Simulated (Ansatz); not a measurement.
GeSb4Te7 (P-3m1, No. 164, 12 atoms in the cell; start mp-29641), treated with PBE0 (Ansatz, a program for electronic structure, plane waves, PAW).

Run with plane-wave cutoff 460 eV, 6×6×1 k mesh (along the axes of the cell as run), Fermi–Dirac smearing 0.01 eV, scalar-relativistic PAW data made under PBE.

Cell (relaxed with PBEsol):

GeSb₄Te₇ is modelled in the trigonal space group P-3m1 (No. 164), Pearson symbol hP12. Conventional cell: a = 4.2551 Å, b = 4.2551 Å, c = 23.3646 Å, α = 90.00°, β = 90.00°, γ = 120.00°. Ge on 1b is coordinated by 6 Te at 2.962 Å (octahedral). Sb1 on 2d has 6 Te at 2.995–3.145 Å (octahedral). Sb2 on 2d is coordinated by 3 Te at 2.992 Å and 3 Te at 3.157 Å (octahedral). Te1 on 2d is surrounded by 3 Sb at 2.995 Å (trigonal pyramidal). Te2 on 2c is coordinated by 3 Sb at 2.992 Å (trigonal pyramidal). Te3 on 2d sees 3 Ge at 2.962 Å and 3 Sb at 3.157 Å (octahedral). Te4 on 1a is coordinated by 6 Sb at 3.145 Å (octahedral). (Neighbours: up to the widest gap in distance over summed covalent radii, below 1.35, at either atom.)

Problem. Estimate the band gap and direct gap at Γ that the calculation returns.

Solution. 
band gap: 0.64 eV
direct gap at Γ: 1.00 eV

Note: cell and atoms aren't relaxed at this level (largest force component 0.33 eV/Å, pressure 1.0 GPa).

Spin–orbit coupling is not included; with these elements it can move the gap by several tenths of an eV or more.

Computed values are for the static lattice.

The result took around 13 core-minutes (rough).

A start named mp-… is a Materials Project structure, which need not be a measured phase.
